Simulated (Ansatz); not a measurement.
**Question.** Name crystals whose hole conductivity mass lies between 2.9 and 4.5 mₑ and whose Seebeck coefficient, p-type 1e19 cm⁻³ lies between 420 and 660 μV/K, by PBEsol, rigid bands (Ansatz, a quantum-chemistry and plane-wave program).

**Answer.** Many crystals can fit; among those computed here:
- KMgF3 (Pm-3m): 3.8 mₑ, 609 μV/K
- LiNbO3 (R3c): 3.6 mₑ, 585 μV/K
- Cs$_{2}$O (R-3m): 3.8 mₑ, 546 μV/K
- RbCl (Fm-3m): 3.3 mₑ, 596 μV/K
- Li2O2 (P6_3/mmc): 3.6 mₑ, 578 μV/K

Masses are for dilute carriers at 300 K, harmonic means over directions unless an axis is named. Seebeck coefficients are for the stated density at 300 K, with one relaxation time for all states and whether or not that doping can be reached. Spin-orbit coupling is left out.

Formula and space group known from diffraction (Crystallography Open Database), not checked to be the room-temperature form: Cs2O (R-3m), KMgF3 (Pm-3m), Li2O2 (P6_3/mmc).
